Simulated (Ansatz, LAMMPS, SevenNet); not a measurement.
How well does each level of theory give the cohesive energy of L1₀ (CuAu-type) TiAl?

Reference value: 4.51 eV/atom (measured, temperature not stated, no zero-point or thermal correction; as tabulated in Zope and Mishin (2003), arXiv:cond-mat/0306298).

| level (code) | value (eV/atom) | cell (Å³/atom) | difference (eV/atom) |
|---|---|---|---|
| Lennard-Jones jacobson2022 (LAMMPS) | 4.06 | 17.17 | -0.45 |
| SevenNet-l3i5 | 4.33 | 16.22 | -0.18 |
| LDA (Ansatz) | 5.65 | 15.30 | +1.14 |
| PBE (Ansatz) | 4.76 | 16.23 | +0.25 |
| PBEsol (Ansatz) | 5.23 | 15.78 | +0.72 |
| r²SCAN (Ansatz) | 4.58 | 16.06 | +0.07 |
| B3LYP (VWN-RPA form) (Ansatz) | 3.43 | 16.31 | -1.08 |
| HSE06 (Ansatz) | 4.27 | 16.04 | -0.24 |
| PBE0 (Ansatz) | 4.26 | 16.00 | -0.25 |
| r²SCAN0 (Ansatz) | 4.26 | 15.93 | -0.25 |
| r²SCANh (Ansatz) | 4.38 | 16.01 | -0.13 |
| Hartree–Fock (Ansatz) | 1.07 | 17.43 | -3.44 |

Leaving aside Lennard-Jones jacobson2022 (doubt noted below), SevenNet-l3i5 (doubt noted below), B3LYP (VWN-RPA form) (doubt noted below), HSE06 (doubt noted below), PBE0 (doubt noted below), r²SCAN0 (doubt noted below), r²SCANh (doubt noted below), Hartree–Fock (doubt noted below): The reference's temperature isn't stated, so close values are not ranked against it. Off by more than 0.25 eV/atom, or 0.35 eV/atom on the side where a correction would as a rule narrow the miss (bounds picked here): LDA (+1.14 eV/atom), PBEsol (+0.72 eV/atom).

Free atoms are spin-polarised, in the lowest state found; at levels without +SOC their spin–orbit coupling is left out. The measured value isn't corrected to a static lattice, so vibrations enter the comparison.  Lennard-Jones jacobson2022: the pair parameters belong to the elements and are mixed by rule. Lennard-Jones jacobson2022: pair potentials favour close packing, so symmetry can be all that holds this lattice. SevenNet-l3i5: free atoms can lie outside what these potentials were trained on. B3LYP (VWN-RPA form), HSE06, PBE0, r²SCAN0, r²SCANh, Hartree–Fock: the run has no spin polarisation, so it can have missed a magnetic state. B3LYP (VWN-RPA form), HSE06, PBE0, r²SCAN0, r²SCANh, Hartree–Fock: the free atom's electronic state is in doubt. Each level is taken at its own relaxed cell. Cutoffs and k meshes differ between the levels. Ansatz's density-functional and Hartree–Fock values are scalar-relativistic unless marked +SOC, with PAW data made under PBE.

Empirical potentials (Lennard-Jones jacobson2022) are fitted to chosen data: where that held the value shown, agreement is built in, and what lay outside the fit can be far off. Machine-learned potentials (SevenNet-l3i5) are trained on DFT data: a solid inside that data is no test of them.

Differences are worked out from the printed values.

Ansatz is a quantum-chemistry and plane-wave program.
